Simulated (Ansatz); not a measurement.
Take CaF₂ in the rutile structure (space group P4_2/mnm, No. 136; a = 5.1550 Å, c = 3.5412 Å; a hypothetical phase, not in the database extracts checked) as the base. Axes: x, y, z lie along a, b, c of the conventional cell.

The change: compressive biaxial strain of 4.74 % in the plane normal to [001], as in epitaxy on a mismatched substrate; the out-of-plane cell vector and the atoms relax.

Levels (all Ansatz, an electronic-structure program, PAW): PBEsol (420 eV, no spin-orbit coupling); r2SCAN (500 eV, without spin-orbit coupling); HSE06 (420 eV, without spin-orbit coupling).

At the geometry relaxed with PBEsol, these levels gave the following band gaps, in shuffled order: (a) 7.65 eV, (b) 6.84 eV, (c) 9.06 eV.

### Question
Match each gap to its level.

### Answer
(a) r2SCAN; (b) PBEsol; (c) HSE06.

Single points use the geometry relaxed with PBEsol. No phonon test of stability was made.
